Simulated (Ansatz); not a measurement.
Consider the reaction energy. Reaction: 1/2 Zn (hcp) + 1/2 Cu (fcc) → 1/2 ZnCu (CsCl type). A negative value means that the right-hand side lies lower.

ZnCu (CsCl type, Pm-3m), 54 atoms in the cell, the relaxed perfect crystal repeated, atoms not moved again; spin state with PBE: run without spin, k-point mesh 4×4×4 on the run's own vectors.

Zn (hcp, P6₃/mmc), 2 atoms in the cell, k-point mesh 30×30×12 on the run's own vectors. Conventional cell: a = b = 2.647 Å, c = 5.025 Å, α = β = 90.00°, γ = 120.00°.

Cu (fcc, Fm-3m), 1 atom in the cell; spin state with PBE: run without spin, k-point mesh 28×28×28 on the run's own vectors. Conventional cell: a = 3.6292 Å, b = 3.6292 Å, c = 3.6292 Å, α = 90.00°, β = 90.00°, γ = 90.00°.

Plane-wave PAW calculations with Ansatz (a first-principles code), its PAW set soft_1, cutoff 420 eV. The structures are at rest with PBE. Neutral cells; Fermi-Dirac smearing of at most 0.10 eV in the solids, energies taken to zero width. A dispersion term (D3(BJ), or D4 for r2SCAN) was computed beside these levels and is taken off wherever the name lacks it. Nuclei at rest; no vibrational terms. No structure search was made; lower ones may exist.

Problem. Estimate the value that PBE returns for this input.

Solution. -0.09 eV, for 1/2 Zn (hcp) + 1/2 Cu (fcc) → 1/2 ZnCu (CsCl type).
